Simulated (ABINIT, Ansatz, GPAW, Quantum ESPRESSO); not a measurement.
**Mg₆ZnSb (Amm2, 8 atoms in the cell) computed with different codes at matched settings**

Self-consistent single point.

```
CELL_PARAMETERS angstrom
      5.19379     0.00000     0.00000
      0.00000     3.23540     5.27750
      0.00000    -3.23540     5.27750
ATOMIC_POSITIONS crystal
  Mg 0.50000 0.83397 0.33497
  Mg 0.50000 0.33497 0.83397
  Mg 0.00000 0.67230 0.15776
  Mg 0.00000 0.15776 0.67230
  Mg 0.00000 0.66843 0.66843
  Mg 0.00000 0.16668 0.16668
  Zn 0.50000 0.83148 0.83148
  Sb 0.50000 0.33440 0.33440
```

All programs got the same cell, k-point mesh and kind of occupations (in Ansatz's words: kpoints.mp_grid.grid = 3 3 3; scf.occupations.method = gaussian; scf.occupations.width = 0.0037 Ry); potentials, basis and cutoffs are each program's usual ones.

```tsv
code	model	pressure (GPa)	largest force (eV/Å)	cutoff
Ansatz	PBEsol, PAW files made with PBE	-1.81	0.048	default
GPAW	PBEsol, GPAW PAW datasets PBEsol (made by gpaw-setup)	-1.84	0.049	800 eV
Quantum ESPRESSO	PBEsol, GBRV 1.5 ultrasoft (PBESOL) pseudopotentials	-1.93	0.048	50 Ry
ABINIT	PBEsol, PAW (JTH v2.0 PBE PAW, files made for PBE)	-1.84	0.049	60 Ry
```

Size of the force on each atom (eV/Å): Sizes of forces hide their directions.

```csv
code,Mg1,Mg2,Mg3,Mg4,Mg5,Mg6,Zn7,Sb8
Ansatz,0.040,0.040,0.048,0.048,0.001,0.014,0.022,0.004
GPAW,0.041,0.041,0.049,0.049,0.001,0.016,0.022,0.003
Quantum ESPRESSO,0.040,0.040,0.048,0.048,0.000,0.012,0.021,0.004
ABINIT,0.041,0.041,0.049,0.049,0.003,0.012,0.021,0.004
```

The spread over the programs that give each value: pressure within 0.12 GPa; largest force within 0.001 eV/Å.

The starting cell comes from a database of computed structures (which also holds hypothetical and non-ambient phases and stackings), without a prior relaxation at this level. On Ansatz's run: Spin-orbit coupling is off. Without a gap this mesh is coarse (it stands for a supercell whose shortest vector is 16 Å).

**Question.** Why do the programs differ, and what cannot be compared?

**Answer.** Differences of this kind can come from the potentials, where these differ, and from what each basis and cutoff leave unconverged. The valence holds different numbers of electrons (Ansatz (a program for electronic structure) 87, GPAW 87, Quantum ESPRESSO 95, ABINIT 87). The zero of total energies and Fermi levels follows the potentials and each program's conventions, so they are not compared here. Ansatz's pressure is given at a fixed set of plane waves, as the other plane-wave codes print theirs. Ansatz's smearing width was typed in Ry to four decimals, so it matches the others to a few per cent.

The shared mesh is coarse (it stands for a supercell whose shortest vector is 16 Å), so the values are not converged in it.

Left out of this page: CP2K and SIESTA (unsound by tests on forces, stress, charge or solver warnings); Elk and FLEUR (not drawn, or without a comparable value).

Keys are those of Ansatz 0.2.
